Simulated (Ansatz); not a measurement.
The parent structure is MgB2 (space group P6/mmm, No. 191).

```
MgB2
1.0
    3.06322     0.00000     0.00000
   -1.53161     2.65283     0.00000
    0.00000     0.00000     3.49987
Mg B
1 2
Direct
  0.00000   0.00000   0.00000
  0.33333   0.66667   0.50000
  0.66667   0.33333   0.50000
```

Level of theory: Kohn–Sham DFT with the PBEsol functional, run in Ansatz (a quantum-chemistry and plane-wave program) with PAW and 420 eV plane waves, no spin-orbit coupling.

One change was made to it. Results:

```csv
quantity,base,after
shortest interatomic distance,1.769 Å,1.764 Å
c/a ratio,1.143,1.140
```

Problem. Which change produced these results?
A. pressure 1.5 GPa
B. pressure 10 GPa
C. pressure 5 GPa
D. pressure 7.5 GPa

Solution. A, pressure 1.5 GPa. For comparison, the shortest interatomic distance in the other runs: pressure 10 GPa gives 1.741 Å; pressure 5 GPa gives 1.754 Å; pressure 7.5 GPa gives 1.747 Å.

Load acts through the strain it causes; cell and atoms are relaxed under it. Stability against distortions was not tested. No other phases were tried under pressure. All final runs are without spin polarisation.
